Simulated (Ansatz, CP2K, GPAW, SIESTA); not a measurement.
One structure in several programs: InF₃ (R-3c, 8 atoms in the cell)

Band-structure calculation.

```
CELL_PARAMETERS angstrom
      2.60214     1.50235     4.90751
     -2.60214     1.50235     4.90751
      0.00000    -3.00469     4.90751
ATOMIC_POSITIONS crystal
  In 0.50000 0.50000 0.50000
  In 0.00000 0.00000 0.00000
  F  0.39571 0.75000 0.10429
  F  0.60429 0.25000 0.89571
  F  0.10429 0.39571 0.75000
  F  0.89571 0.60429 0.25000
  F  0.75000 0.10429 0.39571
  F  0.25000 0.89571 0.60429
```

Shared settings, as Ansatz (a quantum-chemistry and plane-wave program) writes them: kpoints.mp_grid.grid = 5 5 5; scf.occupations.method = fermi_dirac; scf.occupations.width = 0.05 eV. Potentials and cutoffs stand in the table.

```csv
code,model,gap along the path (eV),smallest direct gap (eV),cutoff
Ansatz,"LDA (PW92), default PAW files made with PBE",4.05,4.05,default
CP2K,"LDA (Pade form), GPW, DZVP-MOLOPT-SR-GTH basis, GTH-PADE potentials (GTH_POTENTIALS)",3.89,3.92,grid 550 Ry
SIESTA,"LDA PW92, numerical atomic orbitals DZP, PseudoDojo LDA standard norm-conserving potentials (rewritten from UPF to PSML)",3.83,3.85,grid 300 Ry
GPAW,"LDA (Perdew-Wang 92), GPAW PAW datasets LDA (gpaw-data 1.0.1)",4.00,4.04,950 eV
```

The spread over the programs that give each value: gap along the path within 0.22 eV; smallest direct gap within 0.20 eV.

CP2K and SIESTA use small atom-centred bases, whose incompleteness enters pressures, forces and empty levels differently from a plane-wave cutoff.

In the gap along the path, SIESTA stands apart from the plane-wave programs.

The starting cell comes from a database of computed structures (which also holds hypothetical and non-ambient phases and stackings), without a prior relaxation at this level.

Left out of this page: Quantum ESPRESSO and FLEUR (not drawn, or without a comparable value).

Keys are those of Ansatz 0.2.
